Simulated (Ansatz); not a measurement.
**S on the 1x1 (10-10) surface of wurtzite ZnO (cut with top plane O + Zn), one in a 2x1 cell, started at the site 'top Zn #2'**

Host crystal: wurtzite ZnO, with a band gap (PBE, scalar-relativistic without spin-orbit coupling).

These are PBE (plane waves to 420 eV, PAW; Ansatz, a quantum-chemistry and plane-wave program) values and carry that method's errors.

Model: 33-atom slab, 9.4 Å thick at the start under the adsorbate (thin: gaps and levels are the slab's own), 3x4x1 mesh, Fermi-Dirac 0.01 eV, dipole correction, 16 atoms held, the rest relaxed; start symmetry kept, larger cells not searched; spin-polarised, ending with about 2.0 μB a cell, a value that depends on the mesh; orders that need a larger cell were not tried, no spin-orbit, no U, no dispersion correction. Its gap by band count is narrow, 0.06 eV on this mesh, and the smearing reaches across it. At the end it is bonded to 2 Zn. In PBE this state lies 1.24 eV over the lowest of the starts that converged ('hollow O', where the adsorbate paired with a surface O atom).

```
Property                                                                                                                                          Value
--------------------------------------------------------------------------------------  ---------------------------------------------------------------
adsorption energy against ⅛ S8(g)                                                                                                         41.6 kcal/mol
change of the step from the bottom to the top vacuum level, against the clean slab                                                              0.34 eV
energy released by relaxation                                                                                                                   1.30 eV
height of the binding atom over the mean of the host atoms within 0.3 Å of the top one                                                          1.706 Å
nearest host atoms of the binding atom                                                                          Zn at 2.34 Å, Zn at 2.34 Å, O at 2.75 Å
largest move of a host atom                                                                                                                      0.38 Å
note                                                                                    in the relaxation the adsorbate left its starting site by 2.1 Å
cost                                                                                                                            roughly 50 core-minutes
```

A negative adsorption energy means that the adsorbate is more stable on the surface than in its reference.
